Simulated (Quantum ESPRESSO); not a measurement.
Quantum ESPRESSO is run on TiRu3 (I4/mmm, 4 atoms in the cell), and the run fails. The aim is a self-consistent single point with DFT, PBE, plane waves, GBRV 1.5 ultrasoft (PBE) pseudopotentials.

Input as run:

```fortran
&control
 calculation = 'scf'
 outdir = './tmp'
 pseudo_dir = './'
 tprnfor = .true.
 tstress = .true.
/
&system
 ibrav = 0
 nat = 5
 ntyp = 2
 ecutwfc = 50
 ecutrho = 400
 occupations = 'smearing'
 smearing = 'mp'
 degauss = 0.019992
/
&electrons
 conv_thr = 1.0d-10
/
ATOMIC_SPECIES
Ru   101.0700  ru_pbe_v1.2.uspp.F.UPF
Ti    47.8670  ti_pbe_v1.4.uspp.F.UPF
ATOMIC_POSITIONS crystal
Ru    0.50000000    0.50000000    0.00000000
Ru    0.75000000    0.25000000    0.50000000
Ru    0.25000000    0.75000000    0.50000000
Ti    0.00000000    0.00000000    0.00000000
K_POINTS automatic
10 10 10  0 0 0
CELL_PARAMETERS angstrom
  -1.86393600     1.86393600     4.15181200
   1.86393600    -1.86393600     4.15181200
   1.86393600     1.86393600    -4.15181200
```

The program printed (abridged):

```
     This program is part of the open-source Quantum ESPRESSO suite
     for quantum simulation of materials; please cite

 %%%%%%%%%%%%%%%%%%%%%%%%%%%%%%%%%%%%%%%%%%%%%%%%%%%%%%%%%%%%%%%%%%%%%%%%%%%%%%
     Error in routine read_cards (5):
     wrong number of columns in ATOMIC_POSITIONS
 %%%%%%%%%%%%%%%%%%%%%%%%%%%%%%%%%%%%%%%%%%%%%%%%%%%%%%%%%%%%%%%%%%%%%%%%%%%%%%

     stopping ...
```

Task: Read the log: what does the program object to, and what is the fix?

Result: The fault is an atom count that does not match the list of atoms; here the program stops on it instead of giving results. To fix it, make the count match the list. The program stopped before any SCF iteration.

The sound input it was made from differs as follows (other fixes are possible):
```diff
- nat = 5
+ nat = 4
```

With that input, the run converged in 21 iterations: free energy E − TS -9552.0532 eV; Fermi level (on the code's own zero) 20.56 eV; pressure -1.22 GPa (DFT, PBE, plane waves, GBRV 1.5 ultrasoft (PBE) pseudopotentials).

On the sound input: the starting cell was generated: these elements placed on a structure prototype, without a prior relaxation; it need not be a known phase or ordering of this composition. Spin polarisation is off.
